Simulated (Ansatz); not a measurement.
## BP: response to strain

Start from BP in the zinc blende structure (space group F-43m, No. 216; a = 4.491 Å).

Strains are applied to the cell and any free atomic positions relax.

Calculations: LDA, PAW, 420 eV (Ansatz, a program for electronic structure; no SOC).

| isotropic strain (%) | pressure (GPa) |
|---|---|
| -3 | 19.0 |
| -2 | 11.9 |
| -1.5 | 8.7 |
| 0 | 0.0 |
| 0.5 | -2.6 |
| 1.5 | -7.2 |
| 2 | -9.3 |
| 2.5 | ? |
| 3 | -13.2 |

Fit P = P₀ − Bδ + Cδ² with δ = (1 + ε)³ − 1 to the rows shown and predict the withheld row.

Least squares on the printed values gives P₀ = 0.0 GPa, B = 180 GPa, C = 414 GPa (largest residual 0.1 GPa); this predicts -11.3 GPa, and the run gives -11.3 GPa, in agreement.

No phonon test of stability was made.
